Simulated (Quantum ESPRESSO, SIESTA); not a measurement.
A SIESTA input for a self-consistent single point of InSe (C2/m, 4 atoms in the cell) (DFT, GGA PBEsol, numerical atomic orbitals DZP, PseudoDojo PBEsol standard norm-conserving potentials (rewritten from UPF to PSML)):

```
# files in the folder: In.psml Se.psml (PseudoDojo PBEsol standard)
SystemName  InSe
SystemLabel inse

NumberOfAtoms                4
NumberOfSpecies              2
%block ChemicalSpeciesLabel
  1 49 In
  2 34 Se
%endblock ChemicalSpeciesLabel
LatticeConstant              1.0 Bohr
%block LatticeVectors
    11.010290844   -3.882725782    0.000000000
    11.010290844    3.882725782    0.000000000
    -3.256436529    0.000000000    9.016548524
%endblock LatticeVectors
AtomicCoordinatesFormat      Bohr
%block AtomicCoordinatesAndAtomicSpecies
    -0.642004009   -0.000000000    8.594213391  1
    19.406149168   -0.000000000    0.422335133  1
     6.388507884    0.000000000    2.984838223  2
    12.375637274   -0.000000000    6.031710301  2
%endblock AtomicCoordinatesAndAtomicSpecies

XC.functional                GGA
XC.authors                   PBEsol
PAO.BasisSize                DZP
PAO.EnergyShift              0.01 Ry
MeshCutoff                   300 Ry
%block kgrid.MonkhorstPack
    5   0   0  0.0
    0   5   0  0.0
    0   0   4  0.0
%endblock kgrid.MonkhorstPack
OccupationFunction           FD
ElectronicTemperature        10 K

MaxSCFIterations             150
SCF.Mixer.Method             Broyden
SCF.Mixer.Weight             0.1
SCF.Mixer.History            6
SCF.DM.Tolerance             1.0E-05
Diag.ParallelOverK           true
WriteForces                  true
```

Q: Give the Quantum ESPRESSO input for the same structure, mesh, smearing and functional.

A: This is the input that was run; spellings and numerical settings could be chosen otherwise.

```fortran
&control
   calculation = 'scf'
   outdir = './tmp'
   pseudo_dir = './'
   tprnfor = .true.
   tstress = .true.
/
&system
   ibrav = 0
   nat = 4
   ntyp = 2
   ecutwfc = 40
   ecutrho = 200
   occupations = 'fixed'
   nbnd = 25
/
&electrons
   conv_thr = 1.0d-10
/
ATOMIC_SPECIES
In   114.8180  in_pbesol_v1.4.uspp.F.UPF
Se    78.9710  se_pbesol_v1.uspp.F.UPF
ATOMIC_POSITIONS angstrom
In   -0.3397338911    0.0000000000    4.5478618723
In   10.2692918911    0.0000000000    0.2234901277
Se    3.3806527840    0.0000000000    1.5795083661
Se    6.5489052160    0.0000000000    3.1918436339
K_POINTS automatic
5 5 4  0 0 0
CELL_PARAMETERS angstrom
   5.8263950000    -2.0546500000     0.0000000000
   5.8263950000     2.0546500000     0.0000000000
  -1.7232320000     0.0000000000     4.7713520000
```

Basis settings and potentials, where a program has them, do not carry over. This input uses DFT, PBEsol, plane waves, GBRV 1.5 ultrasoft (PBESOL) pseudopotentials.

The starting cell comes from a database of computed structures (which also holds hypothetical and non-ambient phases and stackings), without a prior relaxation at this level.
